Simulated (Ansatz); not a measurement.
# InSb: energy against volume

InSb (zinc blende, F-43m, 33.537 Å³/atom and stress up to 0.01 GPa in the relaxed cell, cube axes along x, y and z) under an equal strain ε along all three axes. LDA in Ansatz, a plane-wave DFT program (PAW, default set), 420 eV, 13×13×13 Γ-centred mesh, Fermi-Dirac smearing 0.05 eV; ions are relaxed, or left where forces stay under 0.02 eV/Å, within the symmetry of each cell.

Here V stands for volume and E for E less E0.

```
volume (Å³/atom)  E less E0 (meV/atom)  pressure (GPa)
----------------  --------------------  --------------
31.5649                          18.95            3.26
32.0506                          10.46            2.35
32.5411                           4.56            1.51
33.0367                           1.12            0.73
33.5372                           0.00            0.00
34.0428                           1.08           -0.67
34.5534                           4.22           -1.29
35.0691                           9.32           -1.86
35.5899                          16.26           -2.39
36.6470                              ?               ?
```

Fit E against V with the third-order Birch-Murnaghan form, a cubic in V^(-2/3), and predict the withheld value at V = 36.6470.

With u = V^(-2/3) - 0.0962, the rows have u = 0.0039222, 0.0029081, 0.0019097, 0.0009260, -0.0000427, -0.0009972, -0.0019374, -0.0028638, -0.0037766. Least squares gives E = 0.005 + 102.8·u + 1185817·u² + 4991972·u³. Residuals (row less fit): -0.002, 0.005, -0.001, -0.001, -0.003, 0.003, -0.001, 0.001, -0.001; standard error 0.003 (degrees of freedom: 5). Its minimum lies at u = -0.0000434, so V0 = (0.0961566)^(-3/2) = 33.54. There d²E/du² = 2370000 and d³E/du³ = 2.995e7, so B0 = (4/9) × 33.54^(-7/3) × 2370000 × 0.160218 = 46.5 GPa (the last factor turns the table's units into GPa), and B0' = 4 + (2/3) × 0.0961566 × (2.995e7)/2370000 = 4.8. B0' rests on the cubic coefficient alone and has a standard error of 0.1 from these residuals. At the withheld row, u = -0.0055625, so E = 0.005 + 102.8 × (-0.0055625) + 1185817 × (-0.0055625)² + 4991972 × (-0.0055625)³ = 35.265 meV/atom. The calculation gives 35.23 meV/atom, 0.035 meV/atom below the prediction (0.1 % of the range of E in the table). The row lies outside the fitted rows, so this is an extrapolation. The scatter of the fitted rows lies at the last printed digit.

This level leaves no gap over 0.05 eV at strain -2.00, -1.50, -1.00, -0.50, 0.00, 0.50, 1.00, 1.50, 2.00, 3.00 %. Spin-orbit coupling is left out, which can shift these values for the heavy elements here. Other structures, which can take over under pressure, weren't tried. The same form fitted to the pressure column gives B0' = 4.8; series where the two differ by over 0.4 aren't shown. Rows are the converged runs of the series near zero and its far end, less any whose ions stayed unrelaxed beside relaxed ones; series whose fitted rows scatter by over a few per cent of the range, as at a crossing or softening among them, aren't shown in this form.
